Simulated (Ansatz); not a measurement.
# Several settings converged on YFe₂ (R3m, 6 atoms in the cell)

```xyz
6
Lattice="0.0000 3.6856 3.6856 3.6856 0.0000 3.6856 3.6856 3.6856 0.0000" Properties=species:S:1:pos:R:3 pbc="T T T"
Y      1.8717     1.8717     1.8717
Y      0.0000     0.0000     0.0000
Fe     4.6070     4.6070     4.6070
Fe     4.6070     2.7642     2.7642
Fe     2.7642     2.7642     4.6070
Fe     2.7642     4.6070     2.7642
```
Moments meant for the start (each program seeds them in its own way; μB, in the order of the atoms Y Y Fe Fe Fe Fe): 1.0 1.0 4.0 4.0 4.0 4.0.

Base method: PBEsol, default PAW files made with PBE (plane waves; Ansatz, an electronic-structure program).

Base settings: basis.ecutwfc = 420 eV; kpoints.mp_grid.grid = 3 3 3; hamiltonian.xc = pbesol; hamiltonian.pseudopotentials = {kind: paw} (the program's default PAW files); magnetization.spin_polarized = true; scf.occupations.method = gaussian; scf.occupations.width = 0.1 eV.

The count of work is k-points × plane waves × bands × iterations; it is no time. Core times come from one kind of shared machine, to one figure; runs under 30 s give none.

**The cutoff for other potential files**

Level: DFT, PBEsol, plane waves, harder PAW files (source: ansatz) made with PBE.

In this ladder: hamiltonian.pseudopotentials = {kind: paw, source: ansatz}.

The second cell is the first with its lattice scaled by 0.98.

The mesh stays at the base's, so the ladder's end is converged at best in this setting alone.

The first pressure column holds Ansatz's estimate of the finite-basis (Pulay) stress, which hides part of the cutoff error; the other is without it.

Only quantities that move along the ladder and can be compared are tabulated.

| basis.ecutwfc | free energy less the last step's (meV/atom) | energy of the compressed cell less the first (meV/atom) | pressure (GPa) | pressure without the Pulay estimate (GPa) | largest difference of a force vector from the last step's (eV/Å) | count of work / last | core time / last (rough) |
|---|---|---|---|---|---|---|---|
| 380 eV | 4170.52 | -16.78 | -14.47 | -175.35 | 0.014 | 0.12 | – |
| 465 eV | 1015.34 | -50.99 | -10.81 | -61.04 | 0.008 | 0.14 | – |
| 590 eV | 117.83 | -44.44 | -9.83 | -18.24 | 0.002 | 0.23 | – |
| 715 eV | 8.03 | -42.47 | -9.70 | -10.56 | 0.000 | 0.25 | – |
| 845 eV | 0.33 | -42.22 | -9.68 | -9.72 | 0.000 | 0.36 | 0.5 |
| 1015 eV | 0.08 | -42.22 | -9.68 | -9.68 | 0.000 | 0.47 | – |
| 1265 eV | 0.04 | -42.23 | -9.68 | -9.68 | 0.000 | 0.65 | 0.7 |
| 1690 eV | 0.00 | -42.23 | -9.68 | -9.68 | 0.000 | 1.0 | 1 |

Coarsest basis.ecutwfc that holds the pressure without the Pulay estimate within 0.1 GPa of the last step, with all finer ones: 845 eV, at 0.36 of the last step's count of work; the step before is off by 0.88 GPa.

Coarsest basis.ecutwfc that holds the pressure within 0.1 GPa of the last step, with all finer ones: 715 eV, at 0.25 of the last step's count of work; the step before is off by 0.15 GPa.

Coarsest basis.ecutwfc that holds the energy of the compressed cell less the first within 0.2 meV/atom of the last step, with all finer ones: 845 eV, at 0.36 of the last step's count of work; the step before is off by 0.25 meV/atom.

The energy difference between the two cells stays within 1 meV/atom of the last step's from 715 eV on, the total only from 845 eV on: much of the error is common to both cells and cancels.

At the lowest cutoff the pressure without the Pulay estimate lies 166 GPa under the last step's, the usual sign of Pulay stress in an incomplete plane-wave basis.

**The relaxed cell against the cutoff**

On YFe₂ (Fd-3m, 6 atoms in the cell): atoms on their sites.

In this ladder: relax = cell and atoms.

The mesh stays at the base's, so the ladder's end is converged at best in this setting alone.

Only quantities that move along the ladder and can be compared are tabulated.

The magnetic state is not the same in all runs (site moments differ, or a search went on to a lower state), so steps between rows are not convergence errors alone.

| basis.ecutwfc | relaxed volume (Å³/atom) | relaxation steps | core time / last (rough) |
|---|---|---|---|
| 210 eV | 16.698 | 4 | – |
| 295 eV | 15.340 | 14 | 0.7 |
| 355 eV | 15.157 | 11 | 0.7 |
| 420 eV | 15.145 | 5 | – |
| 505 eV | 15.148 | 5 | – |
| 630 eV | 15.145 | 5 | 0.7 |
| 840 eV | 15.145 | 5 | 1 |

Coarsest basis.ecutwfc that holds the relaxed volume within 0.076 Å³/atom of the last step, with all finer ones: 355 eV; the step before is off by 0.19 Å³/atom.

At the lowest cutoff the cell relaxes to a volume 10 % larger than at the highest. Ansatz relaxes on a stress corrected for the finite basis.

On the base run: the starting cell comes from a database of computed structures (which also holds hypothetical and non-ambient phases and stackings), without a prior relaxation at this level. Its lattice was rescaled by up to half a per cent. One atom was moved a little off its site on purpose. The magnetic order is the one reached from the typed start; others were not searched systematically. The program warned that a starting moment was not kept. Without a gap this mesh is coarse (it stands for a supercell whose shortest vector is 16 Å).

Left out of this page: 1 run of the series failed or unconverged.

Keys are those of Ansatz 0.2.
